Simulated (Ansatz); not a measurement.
## A computed series for ZnS: point defects

Start from an 8-atom supercell of ZnS in the zinc blende structure (space group F-43m, No. 216) at its relaxed geometry.

```yaml
crystal:
  lattice:
    - [-5.35666, 0.00000, 0.00000]
    - [0.00000, 0.00000, 5.35666]
    - [0.00000, 5.35666, 0.00000]
  atoms:
    - { symbol: S, position: [0.25000, 0.75000, 0.75000] }
    - { symbol: S, position: [0.75000, 0.75000, 0.25000] }
    - { symbol: S, position: [0.75000, 0.25000, 0.75000] }
    - { symbol: S, position: [0.25000, 0.25000, 0.25000] }
    - { symbol: Zn, position: [0.00000, 0.00000, 0.00000] }
    - { symbol: Zn, position: [0.50000, 0.00000, 0.50000] }
    - { symbol: Zn, position: [0.50000, 0.50000, 0.00000] }
    - { symbol: Zn, position: [0.00000, 0.50000, 0.50000] }
```

One neutral defect a cell, atoms relaxed at fixed cell.

Level of theory: Ansatz (a quantum-chemistry and plane-wave program) PBEsol, spin-orbit coupling left out.

| change | pressure | largest displacement of a host atom from its site in the perfect cell |
|---|---|---|
| perfect supercell | 0.0 GPa | – |
| Zn vacancy | [?] | [?] |
| P on a S site, symmetric start | 0.3 GPa | 0.02 Å |
| S on a Zn site (antisite), symmetric start | 4.9 GPa | 0.15 Å |
| S vacancy | [?] | [?] |
| Zn on a S site (antisite), symmetric start | 3.1 GPa | 0.08 Å |

Task: Some entries are withheld; estimate them.

Result: 
- Zn vacancy, pressure: -2.3 GPa
- Zn vacancy, largest displacement of a host atom from its site in the perfect cell: 0.03 Å
- S vacancy, pressure: -3.5 GPa
- S vacancy, largest displacement of a host atom from its site in the perfect cell: 0.85 Å

The magnetic state is the one reached from the starting moments; the real material's order can differ, and small cells can't hold many antiferromagnetic ones. The cell is small, so the values are those of an ordered compound at a high defect concentration; dilute-limit values will differ. A case with no gap was solved on a k-mesh chosen for an insulator, which is coarse for it. Defects with a symmetric start kept the site's symmetry and may sit on a saddle; the others started slightly shaken. Starting moments died away, wholly or in part, for P on a S site, S on a Zn site (antisite), S vacancy and Zn on a S site (antisite); another magnetic solution may exist.
